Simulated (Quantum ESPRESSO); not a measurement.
A self-consistent single point of SrAs₂Ru₂ (I4/mmm, 5 atoms in the cell) with Quantum ESPRESSO.

Computed with LDA (PZ), GBRV 1.5 ultrasoft (LDA) pseudopotentials (plane waves; Quantum ESPRESSO).

```
CELL_PARAMETERS angstrom
     -2.08740     2.08740     5.70048
      2.08740    -2.08740     5.70048
      2.08740     2.08740    -5.70048
ATOMIC_POSITIONS crystal
  Sr 0.00000 0.00000 0.00000
  As 0.64322 0.64322 0.00000
  As 0.35678 0.35678 0.00000
  Ru 0.25000 0.75000 0.50000
  Ru 0.75000 0.25000 0.50000
```

Reference input (self-consistent single point, DFT, LDA (PZ), plane waves, GBRV 1.5 ultrasoft (LDA) pseudopotentials): ecutwfc = 40 Ry; ecutrho = 320 Ry; occupations = smearing; smearing = gauss; degauss = 0.0036749 Ry; potentials = {Sr: sr_lda_v1.uspp.F.UPF, As: as_lda_v1.uspp.F.UPF, Ru: ru_lda_v1.2.uspp.F.UPF}; K_POINTS = automatic 6 6 6 0 0 0; conv_thr = 1e-10 Ry; mixing_beta = 0.3. This run's input differs from it in these lines:

```diff
@@ -33,3 +33,3 @@
 K_POINTS {automatic}
-6 6 6  0 0 0
+5 5 5  0 0 0
 CELL_PARAMETERS {angstrom}
```

Log, with long lists cut:

```
     Self-consistent Calculation

     iteration #  1     ecut=    40.00 Ry     beta= 0.30

     negative rho (up, down):  2.003E-01 0.000E+00

     total energy              =    -538.80651101 Ry
     estimated scf accuracy    <       1.49051066 Ry

     iteration #  2     ecut=    40.00 Ry     beta= 0.30

     negative rho (up, down):  1.993E-01 0.000E+00

     total energy              =    -538.90634143 Ry
     estimated scf accuracy    <       0.35140942 Ry

     iteration #  3     ecut=    40.00 Ry     beta= 0.30

     negative rho (up, down):  1.994E-01 0.000E+00

     total energy              =    -538.92432254 Ry
     estimated scf accuracy    <       0.07267776 Ry

   [... 9 blocks of this kind left out ...]

     iteration # 13     ecut=    40.00 Ry     beta= 0.30

     negative rho (up, down):  2.003E-01 0.000E+00

     total energy              =    -538.93509973 Ry
     estimated scf accuracy    <          5.1E-10 Ry

     iteration # 14     ecut=    40.00 Ry     beta= 0.30

     negative rho (up, down):  2.003E-01 0.000E+00
     End of self-consistent calculation

     the Fermi energy is    12.4665 ev

!    total energy              =    -538.93509973 Ry
     estimated scf accuracy    <          4.5E-11 Ry
     smearing contrib. (-TS)   =      -0.00033134 Ry
     internal energy E=F+TS    =    -538.93476839 Ry

     convergence has been achieved in  14 iterations

     negative rho (up, down):  2.003E-01 0.000E+00

     Forces acting on atoms (cartesian axes, Ry/au):

     atom    1 type  1   force =     0.00000000    0.00000000    0.00000000
     atom    2 type  2   force =     0.00000000    0.00000000   -0.00041371
     atom    3 type  2   force =     0.00000000    0.00000000    0.00041371
     atom    4 type  3   force =     0.00000000    0.00000000    0.00000000
     atom    5 type  3   force =    -0.00000000    0.00000000   -0.00000000

     Total force =     0.000585     Total SCF correction =     0.000007

     negative rho (up, down):  2.003E-01 0.000E+00
          total   stress  (Ry/bohr**3)                   (kbar)     P=      -47.02
  -0.00033945  -0.00000000  -0.00000000          -49.94       -0.00       -0.00
  -0.00000000  -0.00033945  -0.00000000           -0.00      -49.94       -0.00
  -0.00000000  -0.00000000  -0.00028003           -0.00       -0.00      -41.19

   JOB DONE.
```

The run converged in 14 iterations. Against the reference run the free energy rises by 5.4 meV/atom, the pressure stays near -4.70 GPa while the zz stress (positive for compression) goes from -4.55 to -4.12 GPa and the largest force goes from 0.022 to 0.011 eV/Å. The full log also holds: “c_bands:  1 eigenvalues not converged”.

The starting cell comes from a database of computed structures (which also holds hypothetical and non-ambient phases and stackings), without a prior relaxation at this level. Spin polarisation is off. With a pressure of about -5 GPa the cell is away from its equilibrium volume at this level.

Cost on one core of a shared machine: roughly 60 s.
